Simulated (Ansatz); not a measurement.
Base system: KI in the CsCl type structure (space group Pm-3m, No. 221; a = 4.292 Å; a model cell, its experimental status unchecked). Axes: x, y, z lie along the cube axes.

Method: Kohn–Sham DFT with the r2SCAN functional, run in Ansatz (an electronic-structure program) with PAW and 500 eV plane waves, spin-orbit coupling left out.

For the base:

| Quantity | Value |
|---|---|
| Smallest direct gap | 4.41 eV |
| Electron mass | 0.30 mₑ (at Γ) |

Perturbation: biaxial strain −3.85 %, plane normal [001], relaxed out of plane (Cartesian); in-plane vectors clamped, the third vector and the atoms free.

### Question
Predict the new out-of-plane strain, energy relative to the base, smallest direct gap and electron mass.

### Answer
The out-of-plane strain comes out as +1.08 %; the energy grows by 16 meV/atom; the smallest direct gap decreases by 0.18 eV, from 4.41 eV to 4.23 eV; the electron mass becomes 0.23 mₑ out of plane, 0.37 mₑ in plane (at Γ) (base: 0.30 mₑ (at Γ)).

With I present, leaving out spin-orbit coupling can change the band edges. Effective masses come from finite differences of ±0.01 Å⁻¹. No phonon test of stability was made. This is not the structure that KI has at room temperature and ambient pressure.
